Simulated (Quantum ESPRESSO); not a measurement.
The steps of a band-structure calculation for HfZrS6 (Pm, 8 atoms in the cell) with Quantum ESPRESSO.

Method of the run: LDA (PW92), PseudoDojo standard norm-conserving (LDA) pseudopotentials (plane waves; Quantum ESPRESSO).

Step 1 (scf):

```fortran
&control
 calculation = 'scf'
 prefix = 'pwscf'
 outdir = './tmp'
 pseudo_dir = './'
 tprnfor = .true.
 tstress = .true.
/
&system
 ibrav = 0
 nat = 8
 ntyp = 3
 ecutwfc = 70
 occupations = 'smearing'
 smearing = 'fd'
 degauss = 0.0036749
 nbnd = 36
/
&electrons
 conv_thr = 1.0d-10
 mixing_beta = 0.4
/
ATOMIC_SPECIES
Zr    91.2240  Zr.upf
Hf   178.4900  Hf.upf
S     32.0600  S.upf
ATOMIC_POSITIONS angstrom
Zr    0.741515744    0.000000000    5.944646631
Hf    3.321422787    1.812750000    3.189054748
S     1.770047080    1.812750000    7.520850306
S     2.287493289    0.000000000    1.642461439
S    -0.289428662    1.812750000    7.517103315
S     4.355275657    0.000000000    1.642278659
S     0.743316698    1.812750000    4.072065121
S     3.319792340    0.000000000    5.027456390
K_POINTS automatic
4 5 2  0 0 0
CELL_PARAMETERS angstrom
   5.155610000     0.000000000     0.000000000
   0.000000000     3.625500000     0.000000000
  -1.093254000     0.000000000     9.139002000
```

Step 2 (bands):

```fortran
&control
 calculation = 'bands'
 prefix = 'pwscf'
 outdir = './tmp'
 pseudo_dir = './'
 verbosity = 'high'
/
&system
 ibrav = 0
 nat = 8
 ntyp = 3
 ecutwfc = 70
 occupations = 'smearing'
 smearing = 'fd'
 degauss = 0.0036749
 nbnd = 40
/
&electrons
 conv_thr = 1.0d-10
 startingwfc = 'random'
 diago_thr_init = 1.0d-6
/
ATOMIC_SPECIES
Zr    91.2240  Zr.upf
Hf   178.4900  Hf.upf
S     32.0600  S.upf
ATOMIC_POSITIONS angstrom
Zr    0.741515744    0.000000000    5.944646631
Hf    3.321422787    1.812750000    3.189054748
S     1.770047080    1.812750000    7.520850306
S     2.287493289    0.000000000    1.642461439
S    -0.289428662    1.812750000    7.517103315
S     4.355275657    0.000000000    1.642278659
S     0.743316698    1.812750000    4.072065121
S     3.319792340    0.000000000    5.027456390
K_POINTS crystal_b
14
  0.00000000   0.00000000   0.00000000   3  ! G
  0.00000000   0.00000000   0.50000000   6  ! Y
 -0.47341287   0.00000000   0.60038783   2  ! H
 -0.50000000   0.00000000   0.50000000   9  ! C
 -0.50000000   0.50000000   0.50000000   2  ! E
 -0.52658713   0.50000000   0.39961217   3  ! M1
 -0.50000000   0.50000000   0.00000000   9  ! A
 -0.50000000   0.00000000   0.00000000   3  ! X
 -0.52658713   0.00000000   0.39961217   1  ! H1
 -0.47341287   0.50000000   0.60038783   6  ! M
  0.00000000   0.50000000   0.50000000   3  ! D
  0.00000000   0.50000000   0.00000000   1  ! Z
  0.00000000   0.00000000   0.50000000   9  ! Y
  0.00000000   0.50000000   0.50000000   1  ! D
CELL_PARAMETERS angstrom
   5.155610000     0.000000000     0.000000000
   0.000000000     3.625500000     0.000000000
  -1.093254000     0.000000000     9.139002000
```

Step 3 (bands.x):

```fortran
&bands
 prefix = 'pwscf'
 outdir = './tmp'
 filband = 'bands.dat'
 lsym = .false.
/
```

Output of bands (abridged):

```
     Atomic positions and unit cell read from directory:
     ./tmp/pwscf.save/

     Message from routine setup:
     using ibrav=0 with symmetry is DISCOURAGED, use correct ibrav instead
     G-vector sticks info
     --------------------
     sticks:   dense  smooth     PW     G-vecs:    dense   smooth      PW
     Sum        1483    1483    417                91213    91213   13937

     bravais-lattice index     =            0
   [... lines left out ...]
     unit-cell volume          =    1152.7718 (a.u.)^3
     number of k points=    58  Fermi-Dirac smearing, width (Ry)=  0.0037
   [... lines left out ...]
   [... 55 lines left out ...]

     Dense  grid:    91213 G-vectors     FFT dimensions: (  54,  40,  96)

     The potential is recalculated from file :
     ./tmp/pwscf.save/charge-density

     Band Structure Calculation
     Davidson diagonalization with overlap

     ethr =  1.00E-06,  avg # of iterations = 44.8

     End of band structure calculation

          k = 0.0000 0.0000 0.0000 ( 11369 PWs)   bands (ev):

   -54.7896 -41.5762 -23.5145 -23.4119 -23.3211 -19.7917 -19.6481 -19.5570
    -8.1122  -7.8646  -5.5248  -4.3223  -3.0621  -3.0182   1.1704   1.4535
     2.1816   2.5387   2.5877   3.4119   3.5462   4.5615   4.9545   5.8803
     6.4020   6.4399   6.4664   6.6161   6.7936   6.9203   7.9477   8.5093
    10.3786  10.4407  10.6681  11.0785  11.2355  11.2406  11.3316  11.6444

          k = 0.0000 0.0000 0.0940 ( 11369 PWs)   bands (ev):

   -54.7896 -41.5762 -23.5145 -23.4119 -23.3211 -19.7917 -19.6481 -19.5570
    -8.0991  -7.8806  -5.5200  -4.3223  -3.0629  -3.0173   1.1892   1.4638
     1.9595   2.5431   2.8142   3.4172   3.5378   4.5893   4.9642   5.7991
     6.3116   6.4703   6.5352   6.6116   6.7823   6.9087   7.9241   8.5367
    10.3722  10.4480  10.6338  11.0877  11.2036  11.2549  11.3239  11.7214

   [... 56 blocks of this kind left out ...]
```

Output of bands.x (abridged):

```
     Reading xml data from directory:

     ./tmp/pwscf.save/

     G-vector sticks info
     --------------------
     sticks:   dense  smooth     PW     G-vecs:    dense   smooth      PW
     Sum        1483    1483    417                91213    91213   13937

     Reading collected, re-writing distributed wavefunctions
     high-symmetry point:  0.0000 0.0000 0.0000   x coordinate   0.0000
     high-symmetry point:  0.0000 0.0000 0.2821   x coordinate   0.2821
     high-symmetry point: -0.4734 0.0000 0.2821   x coordinate   0.7555
     high-symmetry point: -0.5000 0.0000 0.2223   x coordinate   0.8209
     high-symmetry point: -0.5000 0.7110 0.2223   x coordinate   1.5320
     high-symmetry point: -0.5266 0.7110 0.1624   x coordinate   1.5974
   [... 3 lines left out ...]
     high-symmetry point: -0.4734 0.7110 0.2821   x coordinate   2.7561
     high-symmetry point:  0.0000 0.7110 0.2821   x coordinate   3.2295
     high-symmetry point:  0.0000 0.7110 0.0000   x coordinate   3.5116
     high-symmetry point:  0.0000 0.0000 0.2821   x coordinate   3.5116
     high-symmetry point:  0.0000 0.7110 0.2821   x coordinate   4.2226

     Plottable bands (eV) written to file bands.dat.gnu
     Bands written to file bands.dat

   JOB DONE.
```

The gap along the path is 0.96 eV.

The starting cell comes from a database of computed structures (which also holds hypothetical and non-ambient phases and stackings), without a prior relaxation at this level. Spin-orbit coupling is off.
